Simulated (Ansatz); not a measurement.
Results of PBE0 (plane waves, PAW; Ansatz, a quantum-chemistry and plane-wave program) for cubic perovskite CsPbBr3 (cubic high-temperature phase).

Numerical settings: plane-wave cutoff 460 eV, 4×4×4 k mesh, Fermi–Dirac smearing 0.01 eV, scalar-relativistic PAW data made under PBE.

Cell (measured lattice):

```xyz
5
Lattice="5.8740 0.0000 0.0000 0.0000 5.8740 0.0000 0.0000 0.0000 5.8740" Properties=species:S:1:pos:R:3 pbc="T T T"
Cs     0.0000     0.0000     0.0000
Pb     2.9370     2.9370     2.9370
Br     2.9370     0.0000     2.9370
Br     0.0000     2.9370     2.9370
Br     2.9370     2.9370     0.0000
```

Problem. Estimate the band gap and Γ–Γ gap that the calculation returns.

Solution. 
* **band gap**: 2.74 eV (on the SCF k mesh)
* **Γ–Γ gap**: 6.91 eV

Note: held by symmetry at 0 K, a high-temperature phase can be a saddle point; cell and atoms aren't relaxed at this level (pressure 1.1 GPa).

Spin–orbit coupling is not included; with these elements it can move the gap by several tenths of an eV or more.

Computed values are for the static lattice.

Cost on a shared machine: roughly 3 core-minutes.
